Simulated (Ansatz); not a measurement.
The starting structures come from a database of crystals and need not be the phases stable at ambient conditions.

The decay constant κ of evanescent states in the gap governs leakage through a thin film.

Here is the system:

```yaml
crystal:
  lattice:
    - [5.14101, 0.00000, 0.00000]
    - [2.57050, 4.45225, 0.00000]
    - [2.57051, 1.48408, 4.89179]
  atoms:
    - { symbol: Ca, position: [0.50000, 0.50000, 0.50000] }
    - { symbol: Pd, position: [0.00000, 0.00000, 0.00000] }
    - { symbol: F, position: [0.78174, 0.06381, 0.76996] }
    - { symbol: F, position: [0.21826, 0.93619, 0.23004] }
    - { symbol: F, position: [0.06381, 0.38449, 0.76996] }
    - { symbol: F, position: [0.93619, 0.61551, 0.23004] }
    - { symbol: F, position: [0.38449, 0.78174, 0.76996] }
    - { symbol: F, position: [0.61551, 0.21826, 0.23004] }
```

Space group of this cell: R-3. The cell is taken as given.

Transport runs along the normal of the first two printed cell vectors, the (001) plane of the conventional cell.

The gap is the functional's own. No spin-orbit coupling. Mid-gap values are interpolated on the energy grid.

Task: Give the band gap and the smallest decay constant κ at mid-gap that r2SCAN (Ansatz, a program for electronic structure) yields.

Result: Gap 2.66 eV on a 8×8×8 mesh; κ = 0.681 1/Å, at (0.417, 0.083) of the in-plane reciprocal vectors. At the zone centre, at the nearest computed energy, the slowest state has κ = 0.70 1/Å.
